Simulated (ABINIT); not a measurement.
ABINIT run on Cs (Im-3m, 1 atom in the cell): self-consistent single point.

Computed with PBEsol, norm-conserving pseudopotentials (PseudoDojo nc-sr-04 PBEsol standard) (plane waves; ABINIT).

```
CELL_PARAMETERS angstrom
     -3.03475     3.03475     3.03475
      3.03475    -3.03475     3.03475
      3.03475     3.03475    -3.03475
ATOMIC_POSITIONS crystal
  Cs 0.00000 0.00000 0.00000
```

Reference input (self-consistent single point, DFT, PBEsol, plane waves, norm-conserving pseudopotentials (PseudoDojo nc-sr-04 PBEsol standard)): pseudos = [Cs.upf]; ecut = 680 eV; ixc = -116133; occopt = 7; tsmear = 0.1 eV; ngkpt = 6 6 6; nshiftk = 1; shiftk = 0 0 0; potentials = PseudoDojo nc-sr-04 PBEsol standard; nband = 10; kptopt = 1; nstep = 50. This run's input differs from it in these lines:

```diff
@@ -19,5 +19,5 @@
 kptopt 1
-ngkpt 6 6 6
+ngkpt 10 10 10
 nshiftk 1
-shiftk 0 0 0
+shiftk 0.5 0.5 0.5
 nstep 50
```

Output (repeated stretches shortened):

```
--- !BeginCycle
solver: {iscf: 7, nstep: 50, nline: 4, wfoptalg: 0, }
tolerances: {tolvrs: 1.00E-10, }
...

     iter   Etot(hartree)      deltaE(h)  residm     vres2
 ETOT  1  -23.366719973519    -2.337E+01 2.346E-02 9.311E-01
 ETOT  2  -23.371076541052    -4.357E-03 8.128E-04 4.971E-02
 ETOT  3  -23.371080031373    -3.490E-06 2.707E-04 7.468E-04
 ETOT  4  -23.371080114999    -8.363E-08 7.768E-05 1.488E-04
 ETOT  5  -23.371080120894    -5.894E-09 2.397E-05 2.538E-05
 ETOT  6  -23.371080121871    -9.777E-10 7.523E-06 1.339E-07
 ETOT  7  -23.371080121886    -1.493E-11 4.395E-06 2.247E-09
 ETOT  8  -23.371080121887    -8.242E-13 1.329E-06 1.041E-10
 ETOT  9  -23.371080121887     6.359E-13 1.540E-06 7.035E-12
 At SCF step    9       vres2   =  7.03E-12 < tolvrs=  1.00E-10 =>converged.

 Cartesian components of stress tensor (hartree/bohr^3)
  sigma(1 1)=  2.34283504E-06  sigma(3 2)=  0.00000000E+00
  sigma(2 2)=  2.34283504E-06  sigma(3 1)=  0.00000000E+00
  sigma(3 3)=  2.34283504E-06  sigma(2 1)=  0.00000000E+00

 ----iterations are completed or convergence reached----

 reduced coordinates (array xred) for    1 atoms
       0.000000000000      0.000000000000      0.000000000000
 cartesian forces (eV/Angstrom) at end:
    1     -0.00000000000000    -0.00000000000000    -0.00000000000000
 frms,max,avg= 0.0000000E+00 0.0000000E+00   0.000E+00  0.000E+00  0.000E+00 e/A
 length scales=  1.000000000000  1.000000000000  1.000000000000 bohr
              =  0.529177208590  0.529177208590  0.529177208590 angstroms
   [... lines left out ...]
 Fermi (or HOMO) energy (hartree) =   0.05515   Average Vxc (hartree)=  -0.20488
 Fermi (or HOMO) energy (eV) =   1.50067   Average Vxc (eV)=  -5.57512
   [... lines left out ...]
total_energy        : -2.33710801218866E+01
total_energy_eV     : -6.35959432419472E+02
band_energy         : -3.62240683563972E+00
...

-Cartesian components of stress tensor (GPa)         [Pressure= -6.8929E-02 GPa]
- sigma(1 1)=  6.89285752E-02  sigma(3 2)=  0.00000000E+00
- sigma(2 2)=  6.89285752E-02  sigma(3 1)=  0.00000000E+00
- sigma(3 3)=  6.89285752E-02  sigma(2 1)=  0.00000000E+00

 Calculation completed.
```

The run converged in 9 iterations. Against the reference run the free energy goes down by 12.1 meV/atom and the pressure moves little (-0.05 to -0.07 GPa).

The starting cell has typed, rounded lattice constants, without a prior relaxation at this level. Its lattice was rescaled by up to half a per cent.

Cost on one core of a shared machine: roughly 80 s.
